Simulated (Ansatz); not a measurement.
**TiO2: stress against strain**

TiO2 (anatase, I4_1/amd, 11.312 Å³/atom at rest, c along z) under an equal strain ε in the (001) plane with the normal axis free, as in a coherent film. PBEsol in Ansatz, a plane-wave DFT program (PAW, default set), 420 eV, 12×12×12 Γ-centred mesh, Fermi-Dirac smearing 0.05 eV; ions are relaxed within the symmetry of each cell. Stress is positive for a compressed cell.

Here s stands for strain and y for stress xx.

```
strain (%)  stress xx (GPa)
----------  ---------------
-3.00                     ?
-1.20                  3.28
-0.60                  1.66
0.00                   0.00
0.60                  -1.72
1.20                  -3.47
```

Fit y of the 5 rows that show it with a straight line. Means: s 0, y -0.050. About the means, the sum of products is -10.128 and the sum of squares of s is 3.6000; the slope is their ratio. Least squares gives y = -0.050 - 2.8133·s. Residuals (row less fit): -0.046, 0.022, 0.050, 0.018, -0.044; standard error 0.050 (degrees of freedom: 3). The slope gives the biaxial elastic modulus of this plane = 281 ± 3 GPa.

### Question
What does the fit predict for y at s = -3.00, and how far is the calculated value from it?

### Answer
y = -0.050 - 2.8133 × (-3.0) = 8.390 GPa. The calculation gives 8.01 GPa, 0.380 GPa below the prediction (3.3 % of the range of y in the table). The row lies outside the fitted rows, so this is an extrapolation. From the scatter of the fitted rows alone, a prediction at this place has a standard error of 0.095 GPa, so the miss is 4.0 times that.

One order more, fitted to all 11 runs of the series, follows each within 0.03, so the miss is the next term of a smooth law. The primitive cell can neither tilt nor turn polar against its symmetry, as such crystals can under strain. TiO2 is here one of several forms; rutile is the usual stable one. Rows are the converged runs of the series near zero and its far end; series whose fitted rows scatter by over a few per cent of the range, as at a crossing or softening among them, aren't shown in this form. Most that stay on the fit to the last digits aren't either.
